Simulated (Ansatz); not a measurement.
Structures of equal composition on the (0001) surface of hcp Ti: a layer of Ru in place of the second plane; a layer of Ru in place of the third plane. The slabs share one bottom face, and each structure is named by its start. These are constructed structures in small cells; real faces may alloy, dewet or reconstruct in larger ones, and not all known structures of the face are among them. Slabs of about 12 Å with all that they carry, Fermi-Dirac smearing of 0.1 eV. Bottom of the slabs: a bare face, its two planes held. Relaxed from the named starts with such symmetry as they have, on meshes of like density; energies extrapolated to zero smearing; no spin-orbit coupling, no U. Spin-polarised runs, if any, are marked in brackets, and their order is one that fits the cell; the others ran without spin.

Method: PBE (plane waves to 420 eV, PAW; Ansatz, a quantum-chemistry and plane-wave program).

### Question
Order them by energy per 1x1 cell (lowest first) at the level PBE.

### Answer
a layer of Ru in place of the third plane (0.000 eV), a layer of Ru in place of the second plane (0.082 eV)
